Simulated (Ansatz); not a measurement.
Input and output of a self-consistent single point for Nb3Au2 (I4mm, 5 atoms in the cell) (Ansatz, a first-principles code).

Method of the run: PBEsol, default PAW files made with PBE (plane waves; Ansatz).

```
CELL_PARAMETERS angstrom
     -1.71293     1.71293     7.68388
      1.71293    -1.71293     7.68388
      1.71293     1.71293    -7.68388
ATOMIC_POSITIONS crystal
  Nb 0.00325 0.00325 0.00000
  Nb 0.39924 0.39924 0.00000
  Nb 0.60076 0.60076 0.00000
  Au 0.19977 0.19977 0.00000
  Au 0.80023 0.80023 0.00000
```

Reference input (self-consistent single point, DFT, PBEsol, plane waves, default PAW files made with PBE): basis.ecutwfc = 420 eV; kpoints.mp_grid.grid = 9 9 9; hamiltonian.xc = pbesol; hamiltonian.pseudopotentials = {kind: paw} (the program's default PAW files); scf.occupations.method = fermi_dirac; scf.occupations.width = 0.1 eV. This run's input differs from it in these lines:

Ansatz 0.2 input:
```diff
@@ -15,3 +15,3 @@
 kpoints:
-  mp_grid: { grid: [9, 9, 9] }
+  mp_grid: { grid: [10, 10, 10] }
 hamiltonian:
@@ -20,3 +20,3 @@
 scf:
-  occupations: { method: fermi_dirac, width: 0.1 }
+  occupations: { method: fermi_dirac, width: 0.3 }
 output:
```

Output (repeated stretches shortened):

```
SCF iter   1: F=—  HF=-39501.901986 eV  |F-HF|=—  |Δ(HF+E_count)|=         —  Δρ=6.61e-3  dr2=5.21e-2  ethr=1.77e-3  ⟨swp⟩=5.5  Hψ=16172  notcnv=0
all-band conjugate gradients solve this SCF's bands
preconditioner: auto → Kerker (q_TF=auto, 2.657 Å⁻¹)
SCF iter   2: F=—  HF=-39501.898888 eV  |F-HF|=—  |Δ(HF+E_count)|=   3.10e-3  Δρ=3.45e-3  dr2=1.54e-2  ethr=6.77e-5  ⟨swp⟩=1.6  Hψ=6639  notcnv=0
SCF iter   3: F=—  HF=-39501.896738 eV  |F-HF|=—  |Δ(HF+E_count)|=   2.15e-3  Δρ=4.81e-4  dr2=3.51e-4  ethr=2.00e-5  ⟨swp⟩=2.4  Hψ=6779  notcnv=0
SCF iter   4: F=—  HF=-39501.896703 eV  |F-HF|=—  |Δ(HF+E_count)|=   3.44e-5  Δρ=9.91e-5  dr2=1.52e-5  ethr=4.56e-7  ⟨swp⟩=1.8  Hψ=5934  notcnv=0
SCF iter   5: F=—  HF=-39501.896700 eV  |F-HF|=—  |Δ(HF+E_count)|=   3.86e-6  Δρ=2.27e-5  dr2=6.76e-7  ethr=1.97e-8  ⟨swp⟩=2.2  Hψ=6717  notcnv=0
SCF iter   6: F=-39501.896699 eV  HF=-39501.896699 eV  |F-HF|=3.05e-8  |Δ(HF+E_count)|=   7.97e-8  Δρ=4.80e-6  dr2=4.25e-8  ethr=1.30e-10  ⟨swp⟩=5.6  Hψ=18707  notcnv=0
SCF 1 converged in 6 iterations: F = -39501.896699 eV  dr2 = 4.25e-8
Free energy (F): -39501.896699 eV
Internal energy: -39500.806712 eV  (E = F + TS)
E sigma→0 (E₀):  -39501.351706 eV
Entropy (-TS):   -1.089987 eV (-217.997 meV/atom)
Fermi energy:    18.626558 eV
--- Forces (eV/Å), atoms counted from 1 ---
  atom   1  Nb     0.00000000    -0.00000000    -0.64106095
  atom   2  Nb     0.00000000     0.00000000     0.17295064
  atom   3  Nb    -0.00000000     0.00000000     0.24749110
  atom   4  Au     0.00000000     0.00000000     0.02476004
  atom   5  Au     0.00000000    -0.00000000     0.19604852
--- Stress (GPa, compression-positive) ---
       -6.735569       0.000000      -0.000000
        0.000000      -6.735569      -0.000000
       -0.000000       0.000000      -6.612971
  P = ⅓ Tr σ = -6.6947 GPa (-66.947 kbar)
  The stress holds the Pulay correction. Without it, at fixed plane waves, as pw.x and ABINIT print it: P = -6.7265 GPa
```

The run converged in 6 iterations. Against the reference run the free energy falls by 93.0 meV/atom, the pressure goes from -7.71 to -6.69 GPa and the largest force goes from 0.678 to 0.641 eV/Å.

The starting cell comes from a database of computed structures (which also holds hypothetical and non-ambient phases and stackings), without a prior relaxation at this level. Its lattice was rescaled by up to half a per cent. One atom was moved a little off its site on purpose. Spin polarisation is off. With a pressure of about -7 GPa the cell is away from its equilibrium volume at this level. Ansatz's pressure includes its estimate of the finite-basis (Pulay) stress.
